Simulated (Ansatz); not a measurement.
CaSe in the rock salt structure (space group Fm-3m, No. 225)

Space group Fm-3m (No. 225); a = b = c = 5.8685 Å, α = β = γ = 90.00°

```json
[
 {"atom": "Se", "site": "4a", "symmetry": "m-3m", "x": "0.0000", "y": "0.0000", "z": "0.0000"},
 {"atom": "Ca", "site": "4b", "symmetry": "m-3m", "x": "0.5000", "y": "0.5000", "z": "0.5000"}
]
```
(The calculation used a cell of 2 atoms; values per cell refer to that cell.)

All numbers come from Kohn–Sham DFT with the PBEsol functional, run in Ansatz (a first-principles code) with PAW and 420 eV plane waves, no SOC. Settings: 10×10×10 k-points, 0.05 eV Fermi–Dirac smearing.

The volume per atom is 25.26 Å³ and the density comes out as 3.91 g/cm³. The band gap is 1.88 eV, indirect, Γ → X. The electron mass is 1.4 mₑ along k, 0.27 mₑ across, the hole mass (degenerate bands, along [100]) is 0.17, 0.91, 0.91 mₑ and the lowest conduction-band minima above the VBM comes out as X along ⟨100⟩ 1.88 eV; Γ 3.31 eV. The total energy is -3611.020 eV/atom (σ→0; compares only within this code and set-up).

Masses are band curvatures over ±0.01 Å⁻¹ around the edge. Along k means along the line from Γ to the band edge. Stability against distortions was not tested.
